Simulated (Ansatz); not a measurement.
A (6,6) GaN nanotube has 24 atoms in a period of 3.214 Å, a mean diameter of 10.68 Å, and lies 35 meV/atom over the flat sheet relaxed at the same level.

Method: PBE (plane waves to 420 eV, PAW; Ansatz, a quantum-chemistry and plane-wave program). Mesh 1×1×10. No spin polarisation. Isolated but for its images some 11 Å away. A hypothetical model, rolled from the flat sheet. Only distortions within the start's symmetry and period were free.

**Question.** Which bending rigidity of the sheet does this imply in the thin-plate picture?

**Answer.** A plate bent to radius R stores D/(2R²) an area. The area an atom is π × 10.68 × 3.214/24 = 4.49 Å², so the stored energy is 0.035/4.49 = 0.0078 eV/Å². With R = 5.340 Å, D = 2R² × 0.0078 = 0.44 eV.
